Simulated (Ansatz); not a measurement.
Levels about the gap of amorphous Ga$_{24}$O$_{38}$Zr (63 atoms in a cell of 785 Å³, 5.02 g/cm³; zone centre alone, so wide bands show as single levels with stretches between that a denser mesh fills), at the geometry that PBE relaxed, where it gives 2.1 GPa on a denser mesh. The participation number counts the atoms over which a state spreads; weights are charges in smoothed Voronoi cells. The levels come from a single point, so bond lengths are those of that geometry. Method of the levels: PBE, scalar-relativistic without spin-orbit coupling (Ansatz, an electronic-structure program). Sampling: the zone centre alone; Fermi-Dirac width 0.02 eV; no spin polarisation. At PBE the levels at the filled edge of the gap are localised (band-tail or defect states).

Preparation: random packing, a CHGNet melt and quench, and a DFT relaxation. O atoms were pushed apart under 1.9 Å during the dynamics, to hinder bonds among them. The hot cell started wider than the set density and was brought back towards it in steps. It is the lowest in DFT energy of 2 quenches. It is a model cell: composition and starting density were chosen by hand, and all elements were melted together. No dispersion term was used. Its density started from a set value of 5.02 and ended at 5.02 g/cm³. Cooling (nominally 280 K/ps over its main leg) ran many orders faster than in experiment, which tends to leave more defects and strain. A cell of this size samples the disorder only roughly. The volume was held where the preparation left it and the shape relaxed, at a PBE pressure of 2.1 GPa. Stress components on the final sampling reach 2.2 GPa.

```
E - E(highest filled), eV  filling  participation number        largest on  weight O  weight Zr  weight Ga
-------------------------  -------  --------------------  ----------------  --------  ---------  ---------
-0.37                       filled                  13.3   O, 3 neighbours      0.94       0.00       0.06
-0.35                       filled                   7.5   O, 3 neighbours      0.94       0.00       0.06
-0.29                       filled                  18.9   O, 3 neighbours      0.94       0.01       0.05
-0.26                       filled                  17.2   O, 3 neighbours      0.95       0.00       0.04
-0.21                       filled                  15.7   O, 3 neighbours      0.95       0.00       0.05
-0.12                       filled                  13.9   O, 3 neighbours      0.95       0.00       0.05
0.00                        filled                   3.3   O, 3 neighbours      0.96       0.00       0.04
1.92                         empty                  56.5  Ga, 4 neighbours      0.54       0.01       0.45
4.05                         empty                  20.0  Ga, 4 neighbours      0.52       0.03       0.45
4.25                         empty                   4.0  Zr, 6 neighbours      0.35       0.49       0.16
4.41                         empty                  14.7  Zr, 6 neighbours      0.47       0.22       0.30
4.53                         empty                  39.6  Ga, 4 neighbours      0.54       0.05       0.41
4.55                         empty                   9.3  Zr, 6 neighbours      0.45       0.31       0.24
4.73                         empty                   2.9  Zr, 6 neighbours      0.34       0.57       0.09
```

Most localised among these is the empty level at +4.73 eV, on a Zr atom, which has 6 neighbours (O 2.10 Å, O 2.12 Å, O 2.12 Å, O 2.13 Å, O 2.13 Å, O 2.15 Å).
